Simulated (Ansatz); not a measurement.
# BaLiF3: element substitutions

Start from BaLiF$_{3}$ in the cubic perovskite structure (space group Pm-3m, No. 221; a = 3.958 Å; a cell from a computed database, its experimental status unchecked).

Each row replaces one element on all its sites; cell and atoms are relaxed.

Levels (all Ansatz, a program for electronic structure, PAW): PBEsol (420 eV, no spin-orbit coupling); HSE06 (420 eV, no SOC).

Band gaps by level, all at the geometries relaxed with PBEsol:

| case | PBEsol | HSE06 |
|---|---|---|
| base | 6.62 eV | 8.78 eV |
| Ba → Be | 1.74 eV | 3.46 eV |
| F → Br | 3.35 eV | 4.53 eV |

Single points use the geometry relaxed with PBEsol. HSE06 gaps are upper bounds (no full band path). Stability against distortions was not tested. As relaxed here, LiBeF3 and BaLiBr3 are hypothetical phases, not in the database extracts checked. Many cubic perovskites are stable only at high temperature; tilts and polar distortions were not tested.
